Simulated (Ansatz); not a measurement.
Here is the system:

```xyz
2
Lattice="3.9832 0.0000 0.0000 1.9916 3.4495 0.0000 1.9916 -1.1498 3.2712" Properties=species:S:1:pos:R:3 pbc="T T T"
Be     0.0000     0.0000     0.0021
Te     3.9832     0.0000     2.4513
```

No spin polarisation.

Method: Kohn–Sham DFT with the r2SCAN functional, run in Ansatz (a program for electronic structure) with PAW and 500 eV plane waves, scalar-relativistic without spin-orbit coupling. Γ-centred 10×10×10 mesh, Fermi–Dirac width 0.05 eV.

### Question
Predict the valence-band top at Γ, space group and in-plane stress.

### Answer
* **Valence-band top at Γ (three highest levels, from the VBM)**: 0.00, 0.00, -0.05 eV
* **Space group**: R3m (No. 160)
* **Mean in-plane stress (compression positive)**: +0.6 GPa

Spin-orbit coupling, missing from the scalar runs, can matter with Te. The levels and masses belong to the bands next to the band gap. The cells carry an imposed strain or load. Stability against distortions was not tested. The cell was made from BeTe in the zinc blende structure (space group F-43m, No. 216) by this change: biaxial strain −0.42 %, plane normal [111], relaxed out of plane.
